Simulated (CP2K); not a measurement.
A self-consistent single point of ZrCrW (Imma, 6 atoms in the cell) with CP2K.

Level of theory: LDA (Pade form), GPW, DZVP-MOLOPT-SR-GTH basis, GTH-PADE potentials (GTH_POTENTIALS) run with CP2K.

The change in words: lattice scaled by 0.98. Reference geometry:
```yaml
crystal:
  lattice:
    - [5.23980, 0.00000, 0.00000]
    - [-0.05498, 5.23951, 0.00000]
    - [-2.52694, -2.68454, 3.72335]
  atoms:
    - { symbol: Zr, position: [0.37314, 0.12314, 0.25000] }
    - { symbol: Zr, position: [0.62686, 0.87686, 0.75000] }
    - { symbol: Cr, position: [0.00000, 0.50000, 0.00000] }
    - { symbol: Cr, position: [0.00000, 0.00000, 0.50000] }
    - { symbol: W, position: [0.50000, 0.50000, 0.00000] }
    - { symbol: W, position: [0.00000, 0.50000, 0.50000] }
```

Reference input (self-consistent single point, DFT LDA (Pade form), GPW, DZVP-MOLOPT-SR-GTH basis, GTH-PADE potentials (GTH_POTENTIALS)): CUTOFF = 600 Ry; REL_CUTOFF = 50 Ry; SMEAR/METHOD = FERMI_DIRAC; ELECTRONIC_TEMPERATURE = 1578.21 K; KPOINTS/SCHEME = MONKHORST-PACK 4 4 4; GAMMA_CENTERED = T; XC_FUNCTIONAL = PADE; Zr/BASIS_SET = DZVP-MOLOPT-SR-GTH-q12; Zr/POTENTIAL = GTH-PADE-q12; Cr/BASIS_SET = DZVP-MOLOPT-SR-GTH-q14; Cr/POTENTIAL = GTH-PADE-q14; W/BASIS_SET = DZVP-MOLOPT-SR-GTH-q14. This run's input differs from it in these lines:

```diff
@@ -64,4 +64,4 @@
     &CELL
-      ABC 5.23980300 5.23980347 5.23980355
-      ALPHA_BETA_GAMMA 120.48065228 118.83307728 90.60122376
+      ABC 5.13500800 5.13500771 5.13500736
+      ALPHA_BETA_GAMMA 120.48065955 118.83306401 90.60123087
       PERIODIC XYZ
@@ -69,8 +69,8 @@
     &COORD
-      Zr       1.31667336    -0.02594112     0.93083750
-      Zr       1.34120264     2.58091612     2.79251250
-      Cr      -0.02749100     2.61975750     0.00000000
-      Cr      -1.26347250    -1.34227000     1.86167500
-      W        2.59241050     2.61975750     0.00000000
-      W       -1.29096350     1.27748750     1.86167500
+      Zr       1.29034048    -0.02542246     0.91222075
+      Zr       1.31437952     2.52929746     2.73666225
+      Cr      -0.02694150     2.56736250     0.00000000
+      Cr      -1.23820250    -1.31542500     1.82444150
+      W        2.54056250     2.56736250     0.00000000
+      W       -1.26514400     1.25193750     1.82444150
     &END COORD
```

Output (repeated stretches shortened):

```
 SCF WAVEFUNCTION OPTIMIZATION

  Step     Update method      Time    Convergence         Total energy    Change
     1 NoMix/Diag. 0.30E+00      -     4.41307060      -406.9148588065 -4.07E+02
     2 Broy./Diag. 0.30E+00      -     1.14724665      -416.8068257486 -9.89E+00
     3 Broy./Diag. 0.30E+00      -     0.80659312      -388.7489409698  2.81E+01
     4 Broy./Diag. 0.30E+00      -     0.13457332      -409.5806426611 -2.08E+01
     5 Broy./Diag. 0.30E+00      -     0.12323922      -405.6339971957  3.95E+00
     6 Broy./Diag. 0.30E+00      -     0.03215720      -404.5987570947  1.04E+00
   [... 4 lines left out ...]
    11 Broy./Diag. 0.30E+00      -     0.00009133      -404.6487035216  7.25E-04
    12 Broy./Diag. 0.30E+00      -     0.00008684      -404.6468014442  1.90E-03
    13 Broy./Diag. 0.30E+00      -     0.00001104      -404.6479264675 -1.13E-03
    14 Broy./Diag. 0.30E+00      -     0.00000084      -404.6475921384  3.34E-04
  *** SCF run converged in    14 steps ***

  Overlap energy of the core charge distribution:               0.00000000808077
  Self energy of the core charge distribution:               -676.50600369849417
  Core Hamiltonian energy:                                    164.10599996818337
  Hartree energy:                                             154.62424631669182
  Exchange-correlation energy:                                -46.86443017011461
  Electronic entropic energy:                                  -0.00740456269383
  Fermi energy:                                                 0.51250843937823

  Total energy:                                              -404.64759213844047
  Total energy (extrapolated to T->0):                       -404.64388985709354

                     Mulliken Population Analysis

   [... lines left out ...]

 STRESS| Analytical stress tensor [bar]
 STRESS|                        x                   y                   z
 STRESS|      x       -1.02027809237E+05  -6.67355351932E+03  -1.21509356697E+03
 STRESS|      y       -6.67355351932E+03  -1.02167649068E+05   1.20378680983E+03
 STRESS|      z       -1.21509356697E+03   1.20378680983E+03  -9.53378115943E+04
 STRESS| 1/3 Trace                                            -9.98444232997E+04
```

The run converged in 14 iterations. Against the reference run the free energy drops by 98.9 meV/atom, the pressure goes from -21.04 to -9.98 GPa and the largest force goes from 0.047 to 0.025 eV/Å.

The starting cell comes from a database of computed structures (which also holds hypothetical and non-ambient phases and stackings), without a prior relaxation at this level. For this run, on top of that: lattice scaled by 0.98. Spin polarisation is off. Values carry the incompleteness of an atom-centred basis. With a pressure of about -10 GPa the cell is away from its equilibrium volume at this level.

Cost on one core of a shared machine: roughly 90 s.
